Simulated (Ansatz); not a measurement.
Defect migration in wurtzite AlN: N vacancy, charge state +1. These are PBE, PAW (plane waves to 420 eV; Ansatz, an electronic-structure program) values and carry that method's errors.

Cell of 72 host sites held at the relaxed PBE lattice; the Γ point alone; Fermi-Dirac width 0.01 eV, spin-restricted; finite-size errors left in. No zero-point or tunnelling terms. The charge state is imposed; whether it is stable for some Fermi level was not computed. Forms of the defect that were not tried may lie lower.

Barriers: single points on a 2×2×2 k-point mesh shifted by half a step along c at the bands' geometries (they differ from the bands' own by up to 0.47 eV, and are uncertain by about as much).

The step: one N atom jumps into the vacancy from a nearby N site. Atoms about the jump, Cartesian Å from the middle of the jump, before and after:

```
atom     x0     y0     z0     x1     y1     z1
----  -----  -----  -----  -----  -----  -----
N1     0.78  -1.35   0.00  -0.78   1.35   0.00
Al2   -0.79  -0.50   0.61  -0.83  -0.43   0.61
Al3    0.82   2.28   0.61   0.78   2.26   0.60
Al4    2.35  -0.46   0.60   2.38  -0.43   0.61
Al5   -0.79   1.35  -2.03  -0.79   1.36  -1.92
Al6    0.79  -1.36  -1.92   0.78  -1.36  -2.03
N7     2.33   1.35   0.00   2.33   1.35   0.00
N8    -0.79  -0.46  -2.50  -0.79  -0.45  -2.50
Al9    2.35   1.35  -1.92   2.34   1.36  -1.92
N10   -0.79  -0.45   2.51  -0.78  -0.46   2.51
N11    0.78   2.26  -2.50   0.78   2.26  -2.51
N12    2.34  -0.46  -2.51   2.34  -0.45  -2.50
```

Question: Give the saddle-point geometry and the barrier.

Answer: 
| atom | x | y | z |
|---|---|---|---|
| N1 | 0.32 | 0.19 | -0.22 |
| Al2 | -0.98 | -0.56 | 0.73 |
| Al3 | 0.86 | 2.14 | 0.54 |
| Al4 | 2.28 | -0.32 | 0.55 |
| Al5 | -0.70 | 1.26 | -1.92 |
| Al6 | 0.73 | -1.23 | -1.93 |
| N7 | 2.54 | 1.47 | -0.02 |
| N8 | -0.86 | -0.49 | -2.59 |
| Al9 | 2.41 | 1.39 | -1.92 |
| N10 | -0.85 | -0.49 | 2.57 |
| N11 | 0.80 | 2.24 | -2.50 |
| N12 | 2.34 | -0.42 | -2.50 |
It lies 4.33 eV above the start and 4.33 eV above the end. The saddle point's order was not checked, and it lies on a symmetry element of the cell, where a band can be held.
